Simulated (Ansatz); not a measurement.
Input for fcc Ir (1 1 1) on corundum (0 0 1) (film strained to the substrate, started from cuts of the bulks and a machine-learned relaxation; slabs Al12O18 and Ir15, which can lie off the formulas):

Ansatz 0.2 input:
```yaml
crystal:
  lattice:
    - [4.808751, 0.0, -0.005329337]
    - [-2.404376, 4.164501, -0.003311954]
    - [-0.630744523, 1.696842432, 25.942134419]
  atoms:
    - { symbol: Al, position: [0.98042549, 0.958896749, 0.119635878] }
    - { symbol: Al, position: [0.650260554, 0.31896213, 0.057877502] }
    - { symbol: Al, position: [0.3152266, 0.630571187, 0.109464382] }
    - { symbol: Al, position: [0.644430311, 0.261735602, 0.191567572] }
    - { symbol: O, position: [0.659772513, 0.965800966, 0.075682715] }
    - { symbol: O, position: [0.29437136, 0.299274806, 0.076809606] }
    - { symbol: O, position: [0.623616135, 0.610834348, 0.159345829] }
    - { symbol: O, position: [0.310679025, 0.916632034, 0.159473476] }
    - { symbol: O, position: [0.003967657, 0.297448586, 0.159502608] }
    - { symbol: O, position: [0.994701823, 0.664721076, 0.076452548] }
    - { symbol: Al, position: [0.639639096, 0.2204766, 0.295432845] }
    - { symbol: Al, position: [0.310485481, 0.587007361, 0.210909983] }
    - { symbol: Al, position: [0.973785713, 0.894573097, 0.275758858] }
    - { symbol: Al, position: [0.302457941, 0.528873191, 0.360299322] }
    - { symbol: O, position: [0.33712771, 0.241696798, 0.243645937] }
    - { symbol: O, position: [0.948207185, 0.545542832, 0.243789705] }
    - { symbol: O, position: [0.276276525, 0.873864043, 0.327517921] }
    - { symbol: O, position: [0.972176022, 0.180903017, 0.327557982] }
    - { symbol: O, position: [0.664736131, 0.569474115, 0.32756163] }
    - { symbol: O, position: [0.641079768, 0.934078034, 0.243743936] }
    - { symbol: Al, position: [0.296030099, 0.492382247, 0.461755161] }
    - { symbol: Al, position: [0.967802037, 0.855414829, 0.379597053] }
    - { symbol: Al, position: [0.629174493, 0.16237531, 0.451572445] }
    - { symbol: Al, position: [0.958433314, 0.80667836, 0.513022883] }
    - { symbol: O, position: [0.988120385, 0.50797477, 0.411769961] }
    - { symbol: O, position: [0.607137526, 0.820078959, 0.411836331] }
    - { symbol: O, position: [0.949610028, 0.157046289, 0.494103789] }
    - { symbol: O, position: [0.614609907, 0.456654533, 0.495345984] }
    - { symbol: O, position: [0.314600216, 0.821761314, 0.49523605] }
    - { symbol: O, position: [0.301341665, 0.201225527, 0.411830128] }
    - { symbol: Ir, position: [0.28846587, 0.548561854, 0.618227615] }
    - { symbol: Ir, position: [0.94863176, 0.868361814, 0.612129321] }
    - { symbol: Ir, position: [0.614709488, 0.213687027, 0.618784438] }
    - { symbol: Ir, position: [0.268254363, 0.848997856, 0.699568543] }
    - { symbol: Ir, position: [0.945348284, 0.179400493, 0.699150569] }
    - { symbol: Ir, position: [0.615709065, 0.523467701, 0.700541271] }
    - { symbol: Ir, position: [0.278708472, 0.151724912, 0.784791987] }
    - { symbol: Ir, position: [0.944199509, 0.475246829, 0.784941981] }
    - { symbol: Ir, position: [0.605738674, 0.820972051, 0.784639637] }
    - { symbol: Ir, position: [0.281261977, 0.459067918, 0.870138866] }
    - { symbol: Ir, position: [0.933912092, 0.781916256, 0.868389586] }
    - { symbol: Ir, position: [0.601649607, 0.128930526, 0.871042479] }
    - { symbol: Ir, position: [0.262296555, 0.748122225, 0.951414133] }
    - { symbol: Ir, position: [0.936634656, 0.080907396, 0.950383664] }
    - { symbol: Ir, position: [0.60916318, 0.412493049, 0.958178521] }
basis:
  ecutwfc: 420
  ecutrho_ratio: 4
  xc_grid: 2
kpoints:
  mp_grid: { grid: [6, 6, 1] }
hamiltonian:
  xc: pbe
  dispersion: none
  pseudopotentials: { kind: paw }
scf:
  n_extra_bands: 50
  occupations: { method: fermi_dirac, width: 0.05 }
output:
  forces: true
  stress: true
  eigenstates:
    kpoints:
      - [0, 0, 0]
      - [0.5, 0, 0]
      - [0, 0.5, 0]
      - [0.5, 0.5, 0]
    e_range: [-3.5, 3.5]
    localisation: true
relax:
  f_tol: 0.04
  max_steps: 70
  cell: { fix: [a, b, gamma], stress_tol: 0.3 }
```

These are PBE (plane waves to 420 eV, PAW; Ansatz, a program for electronic structure) values and carry that method's errors. Scalar-relativistic, without spin–orbit coupling; the runs are not spin-polarised. Its k-point mesh 6×6×1, Fermi–Dirac width 0.05 eV.

Question: Write the closing report of this run, without the band table and long remarks, to eight decimals at most.

Answer: 
```
SCF converged after 8 iterations
Free energy (F): -195730.912896 eV
Harris-Foulkes:  -195730.912896 eV  (|F-HF|=6.49e-9)
Internal energy: -195730.764834 eV  (E = F + TS)
E sigma→0 (E₀):  -195730.838865 eV
Entropy (-TS):   -0.148062 eV (-3.290 meV/atom)
Fermi energy:    15.660425 eV
--- Per-component energies (eV) ---
  E_band       = -2689.144357
  E_kinetic    = 12852.442556
  E_local      = -129114.760471  (includes V_loc(G=0)·N_el)
  E_nonlocal   = 2064.979720
  E_hartree    = 61126.088462
  E_xc         = -5843.234976
  E_vxc        = -6569.332614  (∫ρ·V_xc dr)
  E_paw        = -146813.384755  (= ΣΔE_a)
  E_vpaw       = -4174.671899  (= ΣTr[D̂ρ^β])
  E_aug_tail   = 0.046307  (compensation charges beyond the density's cutoff)
  E_ewald      = 9997.058324
  E_smearing   = -0.148062  (= −TS)
  E_closure    = 0.000000  (closes the sum)
  Σ components = -195730.912896   (vs F -195730.912896, Δ=0.00e0)
--- Forces (eV/Å), atoms counted from 1 ---
  atom   1  Al     0.00011177     0.00063298     0.00913297
  atom   2  Al    -0.00059338    -0.00018278     0.00422148
  atom   3  Al    -0.00013243     0.00053718     0.00317706
  atom   4  Al    -0.00003603     0.00054302     0.00958003
  atom   5  O     -0.00024205    -0.00021858    -0.00663600
  atom   6  O      0.00068908     0.00087413    -0.00610472
  atom   7  O     -0.00046197     0.00238387    -0.00694385
  atom   8  O     -0.00173385    -0.00080042    -0.00675131
  atom   9  O      0.00194181    -0.00040439    -0.00664462
  atom  10  O      0.00056195    -0.00019616    -0.00592872
  atom  11  Al    -0.00040931    -0.00098675     0.00715021
  atom  12  Al    -0.00060831    -0.00159715     0.00355238
  atom  13  Al     0.00022002    -0.00100911     0.00735256
  atom  14  Al    -0.00018278     0.00003592     0.00963441
  atom  15  O      0.00240810     0.00089485    -0.00420172
  atom  16  O     -0.00069827    -0.00173031    -0.00435015
  atom  17  O     -0.00211421     0.00166211    -0.00544507
  atom  18  O      0.00030695    -0.00214602    -0.00523594
  atom  19  O      0.00223896     0.00187133    -0.00569323
  atom  20  O     -0.00145702     0.00204656    -0.00437179
  atom  21  Al    -0.00102770     0.00014820     0.00974576
  atom  22  Al    -0.00105618    -0.00042965     0.00808885
  atom  23  Al    -0.00024086     0.00150316     0.00426669
  atom  24  Al     0.00067197     0.00105969     0.00123460
  atom  25  O      0.00070073    -0.00051421    -0.00200771
  atom  26  O     -0.00066542    -0.00013436    -0.00235714
  atom  27  O      0.00027385    -0.00208079    -0.00342374
  atom  28  O      0.00006162     0.00047683    -0.00308629
  atom  29  O     -0.00189050    -0.00156803    -0.00331963
  atom  30  O      0.00144696     0.00038841    -0.00218126
  atom  31  Ir     0.00105739     0.00066522     0.00434976
  atom  32  Ir    -0.00019211     0.00003609     0.00452763
  atom  33  Ir    -0.00063853    -0.00066717     0.00409553
  atom  34  Ir     0.00086973    -0.00056096    -0.00233336
  atom  35  Ir     0.00069534    -0.00062613    -0.00150977
  atom  36  Ir     0.00127038    -0.00084615    -0.00158115
  atom  37  Ir    -0.00142008     0.00081571    -0.00079666
  atom  38  Ir    -0.00158959     0.00118575    -0.00019409
  atom  39  Ir    -0.00161152     0.00114420     0.00051453
  atom  40  Ir     0.00069977    -0.00050990    -0.00043608
  atom  41  Ir     0.00133215    -0.00111442    -0.00049338
  atom  42  Ir     0.00139483    -0.00043247     0.00062597
  atom  43  Ir    -0.00017036     0.00171102     0.00134542
  atom  44  Ir     0.00023084    -0.00119477    -0.00006982
  atom  45  Ir    -0.00001393    -0.00066915    -0.00032236
  max |Σ_I F_I| component: 1.76e-4 eV/Å
--- Stress (GPa, compression-positive) ---
       -2.899876      -0.006540       0.018222
       -0.006543      -2.913296       0.029856
        0.018211       0.029844      -0.226326
  P = ⅓ Tr σ = -2.0132 GPa (-20.132 kbar)
--- Relaxed structure (11 steps of the walk, 10 accepted, 1 SCFs on fresh bases) ---
  F+E_penalty+E_count = -195730.91289600 eV   max|allowed force component| = 9.742e-3 eV/Å   (the final SCF, on the basis selected at the relaxed cell)
  cell:  # Å, volume = 498.8460 Å³
    - [4.80842836, -0.00057332, 0.05595489]
    - [-2.40468777, 4.16394701, 0.05590689]
    - [-0.30137995, 2.25493530, 24.95848323]
  atoms:
    - { symbol: Al, position: [1.07501225, 0.98155746, 0.11356108] }
    - { symbol: Al, position: [0.76381333, 0.35928782, 0.04670667] }
    - { symbol: Al, position: [0.41197379, 0.65544462, 0.10274141] }
    - { symbol: Al, position: [0.71703796, 0.26551011, 0.18776331] }
    - { symbol: O, position: [0.76614237, 1.00077974, 0.06676136] }
    - { symbol: O, position: [0.40303955, 0.33713254, 0.06673317] }
    - { symbol: O, position: [0.70580575, 0.62385002, 0.15344118] }
    - { symbol: O, position: [0.39284992, 0.93011499, 0.15343958] }
    - { symbol: O, position: [0.08661959, 0.31104884, 0.15343678] }
    - { symbol: O, position: [1.10260363, 0.70033499, 0.06668405] }
    - { symbol: Al, position: [0.68114689, 0.19369207, 0.29558040] }
    - { symbol: Al, position: [0.37696170, 0.58539399, 0.20787534] }
    - { symbol: Al, position: [1.02135153, 0.87403893, 0.27512922] }
    - { symbol: Al, position: [0.32552391, 0.48230541, 0.36284644] }
    - { symbol: O, position: [0.39362276, 0.23052557, 0.24160740] }
    - { symbol: O, position: [1.00549761, 0.53510140, 0.24160783] }
    - { symbol: O, position: [0.30886304, 0.83716592, 0.32926211] }
    - { symbol: O, position: [1.00408816, 0.14425723, 0.32926383] }
    - { symbol: O, position: [0.69696499, 0.53241501, 0.32926447] }
    - { symbol: O, position: [0.69822961, 0.92328149, 0.24160474] }
    - { symbol: Al, position: [0.29047608, 0.41222633, 0.46800326] }
    - { symbol: Al, position: [0.98544567, 0.80217692, 0.38293610] }
    - { symbol: Al, position: [0.62742431, 0.08609424, 0.45717202] }
    - { symbol: Al, position: [0.93867912, 0.70847557, 0.52391953] }
    - { symbol: O, position: [0.99659853, 0.44385715, 0.41743732] }
    - { symbol: O, position: [0.61594493, 0.75652965, 0.41744131] }
    - { symbol: O, position: [0.93631335, 0.06719980, 0.50412939] }
    - { symbol: O, position: [0.59947545, 0.36698747, 0.50418568] }
    - { symbol: O, position: [0.29968295, 0.73046800, 0.50413127] }
    - { symbol: O, position: [0.30938270, 0.13731350, 0.41744072] }
    - { symbol: Ir, position: [0.24975684, 0.65232397, 0.60859743] }
    - { symbol: Ir, position: [0.90875770, 0.99051121, 0.60859312] }
    - { symbol: Ir, position: [0.57062055, 0.31132629, 0.60856973] }
    - { symbol: Ir, position: [0.21012356, 0.92308088, 0.69654196] }
    - { symbol: Ir, position: [0.88116749, 0.26346698, 0.69655209] }
    - { symbol: Ir, position: [0.55051415, 0.59236734, 0.69655470] }
    - { symbol: Ir, position: [0.18457900, 0.20060594, 0.78527868] }
    - { symbol: Ir, position: [0.85125487, 0.53397725, 0.78522137] }
    - { symbol: Ir, position: [0.51792834, 0.86735413, 0.78516911] }
    - { symbol: Ir, position: [0.15191935, 0.47568574, 0.87389803] }
    - { symbol: Ir, position: [0.82126633, 0.80459721, 0.87389536] }
    - { symbol: Ir, position: [0.49228581, 0.14497328, 0.87390724] }
    - { symbol: Ir, position: [0.13176233, 0.75658724, 0.96186099] }
    - { symbol: Ir, position: [0.79372341, 0.07767869, 0.96183371] }
    - { symbol: Ir, position: [0.45273507, 0.41571367, 0.96184215] }
```

Cost: around 60 core-minutes (rough).
